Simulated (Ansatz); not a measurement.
The parent structure is MoS$_{2}$ (space group P6_3/mmc, No. 194; a = 3.1090 Å, c = 11.7090 Å; layered, stacked along the Cartesian z axis). Axes: x lies along a and z along c of the hexagonal cell.

Method: PBEsol-D3(BJ) (Ansatz, a program for electronic structure; PAW; 420 eV plane waves; no spin-orbit coupling).

For the base:

```
Property               Value
-------------------  -------
Smallest direct gap  1.79 eV
Band gap             0.52 eV
```

Modification: biaxial strain −1.20 %, plane normal [001], relaxed out of plane (Cartesian); in-plane vectors clamped, the third vector and the atoms free.

Question: What does the calculation give for the smallest direct gap, in-plane stress, band gap and out-of-plane strain after the change?

Answer: The smallest direct gap goes up by 0.11 eV to 1.90 eV; the mean in-plane stress (compression positive) is +3.9 GPa; the band gap rises by 0.015 eV, from 0.52 eV to 0.54 eV; the out-of-plane strain is +0.41 %.

Whether these cells are dynamically stable was not tested.
